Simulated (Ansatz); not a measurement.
Results of r²SCAN+rVV10 (plane waves, PAW; Ansatz, a first-principles code) for zinc-blende LiH (model structure).

Numerical settings: plane-wave cutoff 500 eV, 12×12×12 k mesh, gaussian smearing 0.02 eV, scalar-relativistic PAW data made under PBE.

Cell (relaxed at this level):

```cif
data_HLi
_chemical_formula_sum 'Li1 H1'
_space_group_name_H-M_alt 'P 1'
_space_group_IT_number 1
_cell_length_a 3.02883
_cell_length_b 3.02883
_cell_length_c 3.02883
_cell_angle_alpha 60.000
_cell_angle_beta 60.000
_cell_angle_gamma 60.000
loop_
_space_group_symop_operation_xyz
  'x, y, z'
loop_
_atom_site_label
_atom_site_type_symbol
_atom_site_fract_x
_atom_site_fract_y
_atom_site_fract_z
_atom_site_occupancy
Li1 Li 0.00000 0.00000 0.00000 1
H1 H 0.25000 0.25000 0.25000 1
```

### Question
Give the computed band gap.

### Answer

- band gap = 4.68 eV (on the SCF k mesh)

Note: the relaxation could raise the start's symmetry but not lower it, so the cell can be a saddle point.

The computed numbers hold no vibrational or temperature effects.

It cost roughly 15 core-seconds of CPU time.

A model structure was made by putting elements into a prototype or built by hand; it is no filed structure, need not be a known phase, and can be a saddle point held by its symmetry.
